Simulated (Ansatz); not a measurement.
# A computed series for AlNi: pressure series

Start from AlNi in the CsCl type structure (space group Pm-3m, No. 221; non-magnetic).

```cif
data_AlNi
_chemical_formula_sum 'Al1 Ni1'
_space_group_name_H-M_alt 'P 1'
_space_group_IT_number 1
_cell_length_a 2.89266
_cell_length_b 2.89266
_cell_length_c 2.89266
_cell_angle_alpha 90.000
_cell_angle_beta 90.000
_cell_angle_gamma 90.000
loop_
_space_group_symop_operation_xyz
  'x, y, z'
loop_
_atom_site_label
_atom_site_type_symbol
_atom_site_fract_x
_atom_site_fract_y
_atom_site_fract_z
_atom_site_occupancy
Al1 Al 0.00000 0.00000 0.00000 1
Ni1 Ni 0.50000 0.50000 0.50000 1
```

Cell and atoms are relaxed at each pressure.

Method: PBE (Ansatz, a program for electronic structure, PAW, scalar-relativistic without spin-orbit coupling), earlier PAW set.

Notes on the quantities. enthalpy: H = E + PV relative to the base's energy.

| change | enthalpy | shortest interatomic distance |
|---|---|---|
| base | – | 2.505 Å |
| pressure −2 GPa | -0.15 eV/atom | 2.516 Å |
| pressure −1 GPa | -0.08 eV/atom | 2.510 Å |
| pressure 3 GPa | +0.22 eV/atom | 2.490 Å |
| pressure 7 GPa | +0.52 eV/atom | 2.472 Å |
| pressure 15 GPa | +1.09 eV/atom | 2.440 Å |
| pressure 30 GPa | +2.10 eV/atom | 2.391 Å |
| pressure 50 GPa | +3.37 eV/atom | 2.342 Å |
| pressure 75 GPa | +4.87 eV/atom | … |
| pressure 100 GPa | +6.28 eV/atom | 2.254 Å |

Problem. Fill in the withheld entries from the trend.

Solution. 
- pressure 75 GPa, shortest interatomic distance: 2.293 Å

Load acts through the strain it causes; cell and atoms are relaxed under it. Stability against distortions was not tested. Competing high-pressure phases were not computed. Seeded moments were not kept for the base. All final runs are without spin polarisation.
